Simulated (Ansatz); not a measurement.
Functionals compared on a constructed model of the (110) surface of bcc Nb, a pseudomorphic layer of In in the host's stacking (bottom of the slab: a bare face, its two planes held), in Ansatz (plane waves, PAW). The structure was relaxed with PBE; the other rows are single points on it. Cutoff 420 eV (500 eV for r2SCAN).

Model: 7-atom slab, 14.4 Å thick at the start, 14x14x1 mesh, Fermi-Dirac 0.1 eV, dipole correction, 2 atoms held, the rest relaxed; symmetry of the start imposed; no spin, no spin-orbit, no U. It is one candidate, not shown to be the stable structure of the face. These notes are the PBE run's.

```json
[
 {"functional": "PBE", "work function of the top face (eV)": "4.03", "rough cost of the single point": "–"},
 {"functional": "RPBE", "work function of the top face (eV)": "___", "rough cost of the single point": "around 70 core-seconds (rough)"},
 {"functional": "r2SCAN", "work function of the top face (eV)": "4.09", "rough cost of the single point": "around 110 core-seconds (rough)"}
]
```

Complete the blanks.


- RPBE, work function of the top face (eV): 3.89

Ansatz is an electronic-structure program.
